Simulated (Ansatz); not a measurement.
Consider LuCuSe2 (space group R-3m, No. 166; a = 3.967 Å, c = 18.389 Å (hexagonal axes); a hypothetical phase, not in the database extracts checked).

Level of theory: r2SCAN (Ansatz, a first-principles code, PAW, without spin-orbit coupling).

For the base:

```
Property    Result
--------  --------
Band gap   1.28 eV
Pressure  0.00 GPa
```

Now apply this change: every lattice vector is stretched by 3.08 %, atoms relaxed at fixed cell.

Task: Estimate the effect on the band gap, energy relative to the base and pressure.

Result: The band gap increases by 0.26 eV (1.28 eV → 1.54 eV); the energy grows by 36 meV/atom; the pressure (mean of the normal stresses, compression positive) goes from zero to -5.38 GPa.

The cells carry an imposed strain or load. Whether these cells are dynamically stable was not tested. All final runs are without spin polarisation.
